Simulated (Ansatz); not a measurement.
Base system: MoS2 (space group P6_3/mmc, No. 194; a = 3.149 Å, c = 12.089 Å; layered, stacked along the Cartesian z axis).

The values are results of Kohn–Sham DFT with the PBE-D3(BJ) functional, run in Ansatz (a quantum-chemistry and plane-wave program) with PAW and 420 eV plane waves, scalar-relativistic without spin-orbit coupling, not measurements.

Strains are applied to the cell and any free atomic positions relax.

One change was made to it. Results:

The band gap drops by 0.05 eV, from 0.77 eV to 0.72 eV; the pressure (mean of the normal stresses, compression positive) goes from zero to -4.63 GPa; the smallest direct gap decreases by 0.225 eV (1.70 eV → 1.48 eV); the hole mass changes from 1.0 mₑ along c, 0.61 mₑ across (at Γ) to 1.1 mₑ along c, 0.61 mₑ across (at Γ); the valence-band top at Γ (three highest levels, from the VBM) becomes 0.00, -1.00, -1.18 eV (base: 0.00, -1.11, -1.29 eV).

### Question
Which of these changes matches the shifts?
A) isotropic strain +2.40 %
B) isotropic strain +0.60 %
C) isotropic strain +3.00 %

### Answer
A, isotropic strain +2.40 %. For comparison, the band gap in the other runs: isotropic strain +0.60 % gives 0.80 eV; isotropic strain +3.00 % gives 0.64 eV.

Masses are band curvatures over ±0.01 Å⁻¹ around the edge. No phonon test of stability was made.
